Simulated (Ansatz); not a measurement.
```xyz
1
Lattice="-1.4137 1.4137 1.4137 1.4137 -1.4137 1.4137 1.4137 1.4137 -1.4137" Properties=species:S:1:pos:R:3 pbc="T T T"
Fe     0.0000     0.0000     0.0000
```

Spin-polarised, with starting moments of sign Fe+.

Calculations: Kohn–Sham DFT with the PBE functional, run in Ansatz (a program for electronic structure) with PAW and 420 eV plane waves, no SOC, earlier PAW set. k-mesh 23×23×23 (Γ-centred); smearing 0.05 eV (Fermi–Dirac).

Predict the largest site moment and band gap.

The largest site moment is 2.21 μB and the band gap is zero.

Other magnetic orders, which the real material may have, were not ruled out. Load acts through the strain it causes; cell and atoms are relaxed under it. Whether these cells are dynamically stable was not tested. The cell was made from Fe in the bcc (W type) structure (space group Im-3m, No. 229; ferromagnetic) by this change: pressure 0.9 GPa.
